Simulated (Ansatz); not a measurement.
Consider a periodic stack without vacuum, rock-salt TaC (0 0 1) on zinc-blende GaSb (0 0 1) (film strained to the substrate, started from cuts of the bulks and a machine-learned relaxation; slabs Ga6Sb5 and C12Ta12, which can lie off the formulas): substrate slab Ga6Sb5, film C12Ta12, surface cells [[1, 0], [1, 1]] and [[0, -1], [2, 1]], film strained by -1.8 and -1.8 %, outermost planes Ga/Ga and CTa/CTa as cut, which need not be the usual terminations and can put a slab off its formula. Its start:

```yaml
crystal:
  lattice:
    - [4.39298, 0.00000, 0.00306]
    - [0.00000, 4.39298, 0.02767]
    - [0.02213, 0.93298, 31.45813]
  atoms:
    - { symbol: Ga, position: [0.00353, 0.98017, 0.13376] }
    - { symbol: Ga, position: [0.52586, 0.54714, 0.03276] }
    - { symbol: Ga, position: [0.99931, 0.94164, 0.33274] }
    - { symbol: Ga, position: [0.50075, 0.45986, 0.23312] }
    - { symbol: Ga, position: [0.03554, 0.79234, 0.53292] }
    - { symbol: Ga, position: [0.49794, 0.39202, 0.43238] }
    - { symbol: Sb, position: [0.02688, 0.49478, 0.08237] }
    - { symbol: Sb, position: [0.00021, 0.45272, 0.28291] }
    - { symbol: Sb, position: [0.50306, 0.97140, 0.18297] }
    - { symbol: Sb, position: [0.99840, 0.31243, 0.48341] }
    - { symbol: Sb, position: [0.49884, 0.90922, 0.38250] }
    - { symbol: C, position: [0.08160, 0.16101, 0.67405] }
    - { symbol: C, position: [0.58040, 0.66107, 0.67346] }
    - { symbol: C, position: [0.57953, 0.18316, 0.60067] }
    - { symbol: C, position: [0.07903, 0.68574, 0.59845] }
    - { symbol: C, position: [0.08123, 0.11639, 0.81964] }
    - { symbol: C, position: [0.58080, 0.61645, 0.81977] }
    - { symbol: C, position: [0.58189, 0.13801, 0.74743] }
    - { symbol: C, position: [0.08069, 0.63756, 0.74707] }
    - { symbol: C, position: [0.07533, 0.07704, 0.96649] }
    - { symbol: C, position: [0.57544, 0.57694, 0.96773] }
    - { symbol: C, position: [0.57855, 0.09701, 0.89343] }
    - { symbol: C, position: [0.07794, 0.59725, 0.89300] }
    - { symbol: Ta, position: [0.58163, 0.16130, 0.67317] }
    - { symbol: Ta, position: [0.08058, 0.66112, 0.67437] }
    - { symbol: Ta, position: [0.08114, 0.18391, 0.60456] }
    - { symbol: Ta, position: [0.57933, 0.68096, 0.60323] }
    - { symbol: Ta, position: [0.58139, 0.11619, 0.82020] }
    - { symbol: Ta, position: [0.08094, 0.61624, 0.82023] }
    - { symbol: Ta, position: [0.08216, 0.13743, 0.74688] }
    - { symbol: Ta, position: [0.58110, 0.63797, 0.74653] }
    - { symbol: Ta, position: [0.57644, 0.07776, 0.96361] }
    - { symbol: Ta, position: [0.07560, 0.57893, 0.96273] }
    - { symbol: Ta, position: [0.07859, 0.09697, 0.89392] }
    - { symbol: Ta, position: [0.57835, 0.59738, 0.89230] }
```

The start was prepared with a machine-learned potential, and the result is one local minimum, with the in-plane cell held and forces under 0.04 eV/Å; the film can end far from its bulk form.

Method: PBE (plane waves to 420 eV, PAW; Ansatz, a first-principles code). Spin–orbit coupling is left out; the runs are not spin-polarised. Its k-point mesh 7×7×1, Fermi–Dirac width 0.05 eV.

Question: Predict the relaxed interface.

Answer: 
- interface area: 19.3 Å²
- period: 30.41 Å
- heights between the nearest atoms of the two slabs at the two interfaces: 2.28 and 2.27 Å
- Ga–Ta contacts across the interfaces within 1.22 times the sum of covalent radii: 6, mean 3.18 Å
- Sb–Ta contacts across the interfaces within 1.22 times the sum of covalent radii: 2, mean 3.40 Å
